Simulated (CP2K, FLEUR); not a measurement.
A CP2K input for a self-consistent single point of SrC2 (C2/c, 6 atoms in the cell) (DFT LDA (Pade form), GPW, DZVP-MOLOPT-SR-GTH basis, GTH-PADE potentials (GTH_POTENTIALS)):

```
&GLOBAL
  PROJECT scf
  RUN_TYPE ENERGY_FORCE
  PRINT_LEVEL LOW
&END GLOBAL
&FORCE_EVAL
  METHOD Quickstep
  STRESS_TENSOR ANALYTICAL
  &DFT
    BASIS_SET_FILE_NAME BASIS_MOLOPT
    POTENTIAL_FILE_NAME GTH_POTENTIALS
    &QS
      METHOD GPW
      EPS_DEFAULT 1E-11
    &END QS
    &MGRID
      CUTOFF 500
      REL_CUTOFF 50
      NGRIDS 5
    &END MGRID
    &SCF
      SCF_GUESS ATOMIC
      EPS_SCF 1E-6
      MAX_SCF 100
      ADDED_MOS 7
      &DIAGONALIZATION
        ALGORITHM STANDARD
      &END DIAGONALIZATION
      &MIXING
        METHOD BROYDEN_MIXING
        ALPHA 0.4
        NBUFFER 12
      &END MIXING
    &END SCF
    &KPOINTS
      SCHEME MONKHORST-PACK 6 6 3
      GAMMA_CENTERED T
    &END KPOINTS
    &XC
      &XC_FUNCTIONAL PADE
      &END XC_FUNCTIONAL
    &END XC
    &PRINT
      &MO
        EIGENVALUES T
        OCCUPATION_NUMBERS T
        NDIGITS 8
        FILENAME mo
        &EACH
          QS_SCF 0
        &END EACH
        ADD_LAST NUMERIC
      &END MO
      &MULLIKEN OFF
      &END MULLIKEN
    &END PRINT
  &END DFT
  &SUBSYS
    &CELL
      A 4.08375300 0.00000000 0.00000000
      B 1.77436200 3.67813500 0.00000000
      C -1.97985900 -1.24309400 7.26610500
      PERIODIC XYZ
    &END CELL
    &COORD
      SCALED
      Sr       0.17883000     0.82117000     0.75000000
      Sr       0.82117000     0.17883000     0.25000000
      C        0.42227000     0.12839000     0.55761000
      C        0.57773000     0.87161000     0.44239000
      C        0.87161000     0.57773000     0.94239000
      C        0.12839000     0.42227000     0.05761000
    &END COORD
    &KIND Sr
      BASIS_SET DZVP-MOLOPT-SR-GTH-q10
      POTENTIAL GTH-PADE-q10
    &END KIND
    &KIND C
      BASIS_SET DZVP-MOLOPT-SR-GTH-q4
      POTENTIAL GTH-PADE-q4
    &END KIND
  &END SUBSYS
  &PRINT
    &FORCES ON
    &END FORCES
    &STRESS_TENSOR ON
    &END STRESS_TENSOR
  &END PRINT
&END FORCE_EVAL
```

### Question
Give the FLEUR input for the same structure, mesh, smearing and functional.

### Answer
This is the input that was run; spellings and numerical settings could be chosen otherwise.

Input of the input generator:

```
scf SrC2
&input film=f /
6.5357066191 -4.1035742947 0.0000000000
6.5357066191 4.1035742947 -0.0000000000
-4.4177280348 -0.0000000000 13.7309484428
1.0
1.0 1.0 1.0

6
38 0.1788300000 0.8211700000 0.7500000000
38 0.8211700000 0.1788300000 0.2500000000
6 0.4222700000 0.1283900000 0.5576100000
6 0.5777300000 0.8716100000 0.4423900000
6 0.8716100000 0.5777300000 0.9423900000
6 0.1283900000 0.4222700000 0.0576100000

&comp jspins=1 /
&exco xctyp='pz' /
&kpt div1=6 div2=6 div3=3 gamma=t /
&end /
```

```xml
<?xml version="1.0" encoding="UTF-8" standalone="no"?>
<fleurInput fleurInputVersion="0.39">
   <comment>
      scf SrC2                                                                                            
   </comment>
   <calculationSetup>
      <cutoffs Kmax="4.7" Gmax="18.8" GmaxXC="18.8" numbands="0"/>
      <scfLoop itmax="100" minDistance="0.00001" maxIterBroyd="15" imix="Anderson" alpha="0.05" precondParam="0.0" spinf="2.0"/>
      <coreElectrons ctail="T" frcor="F" kcrel="0" coretail_lmax="0"/>
      <xcFunctional name="pz" relativisticCorrections="F"/>
      <magnetism jspins="1"/>
      <soc l_soc="F" theta="0.0" phi="0.0" spav="F"/>
      <expertModes spex="0" secvar="F"/>
      <geometryOptimization l_f="T" forcealpha="1.0" forcemix="BFGS" epsdisp="0.00001" epsforce="0.00001"/>
      <ldaU l_linMix="F" mixParam="0.05" spinf="1.0"/>
   </calculationSetup>
   <cell>
      <bzIntegration valenceElectrons="36.0" mode="hist" fermiSmearingEnergy="0.0001">
         <kPointListSelection listName="default-1"/>
         <!-- k-points included here -->
         <xi:include xmlns:xi="http://www.w3.org/2001/XInclude" href="kpts.xml"> </xi:include>
      </bzIntegration>
      <!-- symmetry operations included here -->
      <xi:include xmlns:xi="http://www.w3.org/2001/XInclude" href="sym.xml"> </xi:include>
      <bulkLattice scale="1.0">
         <bravaisMatrix>
            <row-1>    6.5357066190999999    -4.1035742946999996     0.0000000000000000</row-1>
            <row-2>    6.5357066190999999     4.1035742946999996     0.0000000000000000</row-2>
            <row-3>   -4.4177280347999996     0.0000000000000000    13.7309484428000008</row-3>
         </bravaisMatrix>
      </bulkLattice>
   </cell>
   <atomSpecies>
      <species name="Strontium (Sr)" element="Sr" atomicNumber="38">
         <mtSphere radius="2.68" gridPoints="925" logIncrement="0.014"/>
         <atomicCutoffs lmax="10" lnonsphr="8"/>
         <electronConfig flipSpins="F">
            <coreConfig>(1s1/2) (2s1/2) (2p1/2) (2p3/2) (3s1/2) (3p1/2) (3p3/2) (3d3/2) (3d5/2)</coreConfig>
            <valenceConfig>(4s1/2) (4p1/2) (4p3/2) (5s1/2)</valenceConfig>
         </electronConfig>
         <energyParameters s="5" p="5" d="4" f="4"/>
         <lo type="SCLO" l="0" n="4" eDeriv="0"/>
         <lo type="SCLO" l="1" n="4" eDeriv="0"/>
      </species>
      <species name="Carbon (C)" element="C" atomicNumber="6">
         <mtSphere radius="1.10" gridPoints="381" logIncrement="0.026"/>
         <atomicCutoffs lmax="6" lnonsphr="4"/>
         <electronConfig flipSpins="F">
            <coreConfig>(1s1/2)</coreConfig>
            <valenceConfig>(2s1/2) (2p1/2) (2p3/2)</valenceConfig>
            <stateOccupation state="(2p1/2)" spinUp="0.3333333333333" spinDown="0.3333333333333"/>
            <stateOccupation state="(2p3/2)" spinUp="0.6666666666667" spinDown="0.6666666666667"/>
         </electronConfig>
         <energyParameters s="2" p="2" d="3" f="4"/>
      </species>
   </atomSpecies>
   <atomGroups>
      <atomGroup species="Strontium (Sr)">
         <relPos label="                   1">.1788300000 -.1788300000 -1.000/4.000</relPos>
         <relPos label="                   2">-.1788300000 .1788300000 1.000/4.000</relPos>
         <force calculate="T" relaxXYZ="TTT"/>
      </atomGroup>
      <atomGroup species="Carbon (C)">
         <relPos label="                   3">.4222700000 .1283900000 -.4423900000</relPos>
         <relPos label="                   4">-.4222700000 -.1283900000 .4423900000</relPos>
         <relPos label="                   5">-.1283900000 -.4222700000 -.0576100000</relPos>
         <relPos label="                   6">.1283900000 .4222700000 .0576100000</relPos>
         <force calculate="T" relaxXYZ="TTT"/>
      </atomGroup>
   </atomGroups>
   <output dos="F" band="F" slice="F">
      <checks vchk="F" cdinf="F"/>
      <bandDOS minEnergy="-.5*Htr" maxEnergy="0.5*Htr" sigma="0.015" storeEVData="T"/>
      <vacuumDOS vacdos="F" integ="F" star="F" nstars="0" locx1="0.0" locy1="0.0" locx2="0.0" locy2="0.0" nstm="0" tworkf="0.0"/>
      <unfoldingBand unfoldBand="F" supercellX="1" supercellY="1" supercellZ="1"/>
      <plotting iplot="0" polar="F">
         <plot TwoD="T" vec1="  1.0  0.0  0.0" vec2="  0.0  1.0  0.0" vec3="  0.0  0.0  1.0" zero="  0.0  0.0  0.0" file="plot"/>
      </plotting>
      <chargeDensitySlicing numkpt="0" minEigenval="0.0" maxEigenval="0.0" nnne="0" pallst="F"/>
      <specialOutput eonly="F"/>
      <magneticCircularDichroism mcd="F" energyLo="-10.0" energyUp="0.0"/>
   </output>
  <!-- We include the file relax.xml here to enable relaxations (see documentation) -->
  <xi:include xmlns:xi="http://www.w3.org/2001/XInclude" href="relax.xml"> <xi:fallback/> </xi:include>
</fleurInput>
```

Basis, cutoffs, solver keys and any potentials are the target program's own. This input uses DFT, LDA (Perdew-Zunger), all-electron FLAPW (FLEUR), scalar-relativistic valence. LDA parametrisations can differ slightly between programs.

The starting cell comes from a database of computed structures (which also holds hypothetical and non-ambient phases and stackings), without a prior relaxation at this level. For this run, on top of that: lattice scaled by 0.98.
